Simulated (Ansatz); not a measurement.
**A self-consistent single point of TiSCl (P2_1/m, 6 atoms in the cell) with Ansatz (a first-principles code)**

Method: PBEsol, default PAW files made with PBE (plane waves; Ansatz).

This input was run:

Ansatz 0.2 input:
```yaml
# TiSCl
crystal:
  lattice:
    - [3.44395000, 0.00000000, 0.00000000]
    - [0.00000000, 4.82110000, 0.00000000]
    - [-0.06632200, 0.00000000, 7.45069500]
  atoms:
    - { symbol: Ti, position: [0.74871000, 0.25000000, 0.89415000] }
    - { symbol: Ti, position: [0.25129000, 0.75000000, 0.10585000] }
    - { symbol: S, position: [0.25326000, 0.25000000, 0.12542000] }
    - { symbol: S, position: [0.74674000, 0.75000000, 0.87458000] }
    - { symbol: Cl, position: [0.24386000, 0.25000000, 0.66029000] }
    - { symbol: Cl, position: [0.75614000, 0.75000000, 0.33971000] }
basis:
  ecutwfc: 420.0
kpoints:
  mp_grid: { grid: [8, 6, 4] }
hamiltonian:
  xc: pbesol
  pseudopotentials: { kind: paw }
scf:
  occupations: { method: fermi_dirac, width: 0.05 }
output:
  forces: true
  eigenvalues: true
  stress: true
```

The program printed (abridged):

```
WARN ansatz: RAYON_NUM_THREADS=1 ignored (pool sized by the plan → 1); use --threads N
Pseudopotentials: kind: paw
Pseudopotential: Ti, paw, valence charge 12
Pseudopotential: S, paw, valence charge 6
Pseudopotential: Cl, paw, valence charge 7
Crystal: 6 atoms, lattice volume = 123.709 Å³
Basis set: ecut = 420 eV, 2405 PW (Γ), exchange–correlation on 48×72×100 points (8 copies of the dense FFT grid, shifted against one another)
Bands: 31, of which v1, the nominal top of the filled ones, is band 25 counted from 1 (24 counted from 0)
Symmetry: 4 space group operations
Space group: P21/m (ITA 11), of the structure as read, at distance tolerance 5.0e-5 Å
k-points: 72 of 192
PAW frozen core: Ti, regenerated for the run's functional, and the local potential with it
PAW frozen core: S, regenerated for the run's functional, and the local potential with it
PAW frozen core: Cl, regenerated for the run's functional, and the local potential with it
Initial density: superposition of atomic densities (neutral atoms: chi_scale 0, normalization atom), corrected by the library's trained network
Initial wavefunctions: pseudopotential atomic-orbital guess
Eigensolver: davidson
Functional: x = pbesol(κ = 0.804, μ = 0.12345679012345678), c = pbesol(β = 0.046)
SCF iter   1: F=—  HF=-8848.654505 eV  |F-HF|=—  |Δ(HF+E_count)|=         —  Δρ=5.23e-3  dr2=4.39e-2  ethr=1.77e-3  ⟨swp⟩=6.3  Hψ=10037  notcnv=0  defer=3
all-band conjugate gradients solve this SCF's bands
preconditioner: auto → LDOS
SCF iter   2: F=—  HF=-8848.645283 eV  |F-HF|=—  |Δ(HF+E_count)|=   9.22e-3  Δρ=2.77e-3  dr2=9.13e-3  ethr=8.78e-5  ⟨swp⟩=2.8  Hψ=4941  notcnv=0
SCF iter   3: F=—  HF=-8848.642111 eV  |F-HF|=—  |Δ(HF+E_count)|=   3.17e-3  Δρ=2.91e-4  dr2=1.13e-4  ethr=1.83e-5  ⟨swp⟩=2.0  Hψ=3888  notcnv=0
SCF iter   4: F=—  HF=-8848.642125 eV  |F-HF|=—  |Δ(HF+E_count)|=   1.42e-5  Δρ=1.13e-4  dr2=1.67e-5  ethr=2.25e-7  ⟨swp⟩=2.0  Hψ=3755  notcnv=0
SCF iter   5: F=—  HF=-8848.642114 eV  |F-HF|=—  |Δ(HF+E_count)|=   1.14e-5  Δρ=2.57e-5  dr2=8.16e-7  ethr=3.34e-8  ⟨swp⟩=2.0  Hψ=3835  notcnv=0
SCF iter   6: F=-8848.642114 eV  HF=-8848.642114 eV  |F-HF|=3.39e-9  |Δ(HF+E_count)|=   1.84e-7  Δρ=7.34e-6  dr2=4.32e-8  ethr=2.00e-10  ⟨swp⟩=6.1  Hψ=9907  notcnv=0
SCF 1 converged in 6 iterations: F = -8848.642114 eV  dr2 = 4.32e-8
SCF converged after 6 iterations
Free energy (F): -8848.642114 eV
Harris-Foulkes:  -8848.642114 eV  (|F-HF|=3.39e-9)
Internal energy: -8848.615262 eV  (E = F + TS)
E sigma→0 (E₀):  -8848.628688 eV
Entropy (-TS):   -0.026852 eV (-4.475 meV/atom)
Fermi energy:    7.168627 eV
--- Per-component energies (eV) ---
  E_band       = -492.241251
  E_kinetic    = 1079.804559
  E_local      = -3916.395371  (includes V_loc(G=0)·N_el)
  E_nonlocal   = 131.567856
  E_hartree    = 1608.924548
  E_xc         = -598.835457
  E_vxc        = -662.180187  (∫ρ·V_xc dr)
  E_paw        = -4495.383343  (= ΣΔE_a)
  E_vpaw       = -342.890728  (= ΣTr[D̂ρ^β])
  E_aug_tail   = 0.000437  (compensation charges beyond the density's cutoff)
  E_ewald      = -2658.858023
  E_core_change = 0.559531  (= ΣΔE_core)
  E_smearing   = -0.026852  (= −TS)
  E_closure    = 0.000000  (closes the sum)
  Σ components = -8848.642114   (vs F -8848.642114, Δ=0.00e0)
--- Forces (eV/Å), atoms counted from 1 ---
  atom   1  Ti    -0.00366704     0.00000000     0.01500553
  atom   2  Ti     0.00366704    -0.00000000    -0.01500553
  atom   3  S     -0.01130019    -0.00000000    -0.03362167
  atom   4  S      0.01130019     0.00000000     0.03362167
  atom   5  Cl     0.00322183     0.00000000     0.21415283
  atom   6  Cl    -0.00322183    -0.00000000    -0.21415283
  max |Σ_I F_I| component: 2.78e-17 eV/Å
--- Stress (GPa, compression-positive) ---
       -3.351241      -0.000000       0.001579
       -0.000000      -2.979143      -0.000000
        0.001579      -0.000000      -1.513088
  P = ⅓ Tr σ = -2.6145 GPa (-26.145 kbar)
  The stress holds the Pulay correction. Without it, at fixed plane waves, as pw.x and ABINIT print it: P = -2.6219 GPa
--- Band table (eV; the first three rows and the last of 72) ---
  k-point 0: bands = ["-50.4317", "-50.4162", "-26.8232", "-26.8055", "-26.8023", "-26.7765", "-26.7641", "-26.7282", "-8.7615", "-8.4086", "-6.7195", "-6.0132", "1.8130", "1.9427", "2.0033", "2.8002", "3.2651", "3.4306", "3.7205", "3.8533", [...]
  k-point 1: bands = ["-50.4317", "-50.4162", "-26.8232", "-26.8055", "-26.8023", "-26.7765", "-26.7641", "-26.7282", "-8.7141", "-8.4644", "-6.7174", "-6.0097", "1.8155", "1.8523", "2.3448", "2.6488", "3.2061", "3.4850", "3.7284", "3.9271", [...]
  k-point 2: bands = ["-50.4317", "-50.4162", "-26.8232", "-26.8055", "-26.8023", "-26.7765", "-26.7641", "-26.7283", "-8.6065", "-8.5805", "-6.7152", "-6.0062", "1.8143", "1.9016", "2.5149", "2.5820", "3.1655", "3.5202", "3.6808", "4.1333", [...]
  k-point 71: bands = ["-50.4183", "-50.4183", "-26.8894", "-26.8894", "-26.7740", "-26.7740", "-26.7546", "-26.7546", "-8.1888", "-8.1888", "-5.7246", "-5.7246", "0.8521", "0.8521", "2.0304", "2.0304", "2.7688", "2.7688", "2.9327", "2.9327", [...]
```

The run converged in 6 iterations.

The starting cell comes from a database of computed structures (which also holds hypothetical and non-ambient phases and stackings), without a prior relaxation at this level. Spin polarisation is off, so a magnetic state, if there is one, cannot be reached. Ansatz's pressure includes its estimate of the finite-basis (Pulay) stress.
